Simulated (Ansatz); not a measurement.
The starting structures come from a database of crystals and need not be the phases stable at ambient conditions.

 Where the default PAW files enter, the runs use the earlier of Ansatz's two default sets.

Crystal: SrAlGeH (P3m1, not sure to be the ambient phase, 4 atoms a cell, 19.6 Å³ an atom); planes in its conventional cell.

These are r2SCAN (plane waves, PAW; Ansatz, a first-principles code) values and carry that method's errors.

No gap correction and no spin-orbit coupling; mid-gap values are interpolated between computed energies.

| plane | area of the cell (Å²) | mid-gap κ (1/Å) | largest κ in the gap (1/Å) |
|---|---|---|---|
| (100) | 21.2 | 0.10 | 0.11 |
| (001) | 15.8 | … | … |
| (110) | 36.7 | 0.11 | 0.11 |

Problem. The slowest decay depends on the direction. Supply the withheld values.

Solution. 
- (001), mid-gap κ (1/Å): 0.20
- (001), largest κ in the gap (1/Å): 0.20
